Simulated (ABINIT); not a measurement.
# How far to go with the plane-wave cutoff: CaAlSiH (P3m1, 4 atoms in the cell)

```xyz
4
Lattice="4.1308 0.0000 0.0000 -2.0654 3.5774 0.0000 0.0000 0.0000 4.6841" Properties=species:S:1:pos:R:3 pbc="T T T"
Ca     0.0000     0.0000     4.7338
Al     2.0654     1.1925     2.1412
Si     0.0000     2.3849     2.6507
H      2.0654     1.1925     0.3924
```

Method: PBEsol, norm-conserving pseudopotentials (PseudoDojo nc-sr-04 PBEsol standard) (plane waves; ABINIT 10.0.3).

Base settings: pseudos = [Ca.upf, Al.upf, Si.upf, H.upf]; ecut = 72 Ry; ixc = -116133; occopt = 3; tsmear = 0.00036749 Ha; ngkpt = 3 3 2; nshiftk = 1; shiftk = 0 0 0; potentials = PseudoDojo nc-sr-04 PBEsol standard; nband = 14.

The second cell is the first with its lattice scaled by 0.98.

The mesh stays at the base's, so the ladder's end is converged at best in this setting alone.

Only quantities that move along the ladder and can be compared are tabulated; the gap is left out on so coarse a mesh.

The count of work is k-points × plane waves × bands × iterations; it is no time. 

The starting cell comes from a database of computed structures (which also holds hypothetical and non-ambient phases and stackings), without a prior relaxation at this level. Its lattice was rescaled by up to half a per cent. One atom was moved a little off its site on purpose.

Steps (ecut): 26 Ry; 28 Ry; 32 Ry; 36 Ry; 40 Ry; 44 Ry; 50 Ry; 58 Ry; 64 Ry; 72 Ry; 80 Ry; 86 Ry; 98 Ry; 108 Ry; 126 Ry; 144 Ry; 172 Ry.

Q: What is the coarsest ecut that holds the energy of the compressed cell less the first within 2 meV/atom of the last step, with all finer ones?

A: 36 Ry, at 0.074 of the last step's count of work; the step before is off by 5.4 meV/atom.

Q: What is the coarsest ecut that holds the free energy within 2 meV/atom of the last step, with all finer ones?

A: 64 Ry, at 0.23 of the last step's count of work; the step before is off by 2.7 meV/atom.

Q: What is the coarsest ecut that holds the pressure within 0.2 GPa of the last step, with all finer ones?

A: 58 Ry, at 0.20 of the last step's count of work; the step before is off by 0.73 GPa.

```tsv
ecut	free energy less the last step's (meV/atom)	energy of the compressed cell less the first (meV/atom)	pressure (GPa)	largest difference of a force vector from the last step's (eV/Å)	count of work / last
26 Ry	733.89	21.24	-19.26	0.087	0.046
28 Ry	544.58	-6.32	-15.50	0.066	0.056
32 Ry	286.22	11.71	-9.82	0.023	0.068
36 Ry	150.32	6.86	-6.40	0.015	0.074
40 Ry	77.34	6.88	-4.26	0.010	0.10
44 Ry	38.44	6.63	-2.91	0.005	0.12
50 Ry	12.67	6.37	-1.82	0.002	0.16
58 Ry	2.67	6.32	-1.26	0.001	0.20
64 Ry	1.04	6.29	-1.13	0.001	0.23
72 Ry	0.56	6.30	-1.09	0.001	0.25
80 Ry	0.45	6.29	-1.09	0.001	0.29
86 Ry	0.41	6.29	-1.08	0.001	0.33
98 Ry	0.38	6.29	-1.08	0.001	0.40
108 Ry	0.32	6.29	-1.09	0.000	0.46
126 Ry	0.20	6.28	-1.09	0.000	0.68
144 Ry	0.16	6.28	-1.09	0.000	0.77
172 Ry	0.00	6.27	-1.09	0.000	1.0
```

The energy difference between the two cells stays within 1 meV/atom of the last step's from 36 Ry on, the total only from 72 Ry on: much of the error is common to both cells and cancels.

At the lowest cutoff the pressure lies 18.2 GPa under the last step's, the usual sign of Pulay stress in an incomplete plane-wave basis.
